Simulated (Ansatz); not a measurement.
BaBr2 (Pnma, No. 62) was calculated with LDA in Ansatz (plane waves, PAW).

Settings: plane-wave cutoff 500 eV, 6×8×4 k mesh (along the axes of the cell as run), gaussian smearing 0.02 eV, scalar-relativistic PAW data made under PBE.

Computed at the level's own relaxed cell.

**Question.** Give the computed equilibrium volume per atom and band gap.

**Answer.** 
equilibrium volume per atom: 31.20 Å³/atom
band gap: 3.89 eV (on the SCF k mesh)

Note: the volume lies 8 % below that of the published cell.

Spin–orbit coupling is not included.

The result took around 11 core-minutes (rough).

Ansatz is a first-principles code.
